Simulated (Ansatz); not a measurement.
The reference is WC (space group P-6m2, No. 187; a = 2.913 Å, c = 2.835 Å; relaxed with 0.1 eV smearing). Axes: x lies along a and z along c of the hexagonal cell.

All numbers come from Kohn–Sham DFT with the r2SCAN functional, run in Ansatz (an electronic-structure program) with PAW and 500 eV plane waves, no SOC.

Base values:

* **Pressure**: 0.0 GPa
* **Band gap**: zero

The change: compressive biaxial strain of 2.07 % in the plane normal to [001], as in epitaxy on a mismatched substrate; the out-of-plane cell vector and the atoms relax.

### Question
Estimate the effect on the pressure.

### Answer
The pressure (mean of the normal stresses, compression positive) goes from zero to 13.8 GPa.

### Question
How does this affect the out-of-plane strain?

### Answer
The out-of-plane strain amounts to +0.76 %.

### Question
Predict the new band gap.

### Answer
The band gap stays zero.

No phonon test of stability was made. The final runs are not spin-polarised.
